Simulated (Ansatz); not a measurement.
The starting structures come from a database of crystals and need not be the phases stable at ambient conditions.

 Where the default PAW files enter, the runs use the earlier of Ansatz's two default sets.

Input:

```xyz
12
Lattice="3.6643 0.0000 0.0000 -1.8322 6.9983 0.0000 0.0000 0.0000 9.6667" Properties=species:S:1:pos:R:3 pbc="T T T"
Hf     0.0000     0.0000     0.0000
Hf     0.0000     0.0000     4.8334
Tl     1.8322     3.4226     7.2500
Tl     0.0000     3.5756     2.4167
Cu     1.8322     0.5666     2.4167
Cu     0.0000     6.4316     7.2500
S      1.8322     1.7380     0.4554
S      0.0000     5.2602     9.2113
S      0.0000     5.2602     5.2888
S      1.8322     1.7380     4.3780
S      1.8322     6.1355     2.4167
S      0.0000     0.8628     7.2500
```

Space group of this cell: Cmcm. The cell was relaxed by PBE-D3(BJ); by r2SCAN its mean pressure is 1.5 GPa.

Transport runs along the normal of the first two printed cell vectors.

No gap correction and no spin-orbit coupling; mid-gap values are interpolated between computed energies.

Estimate the band gap and the smallest decay constant κ at mid-gap that Ansatz (an electronic-structure program) with r2SCAN returns for this system.

Gap 1.02 eV on a 8×8×4 mesh; κ = 0.166 1/Å, at (0.000, 0.500) of the in-plane reciprocal vectors. At the zone centre, at the nearest computed energy, the slowest state has κ = 0.19 1/Å.
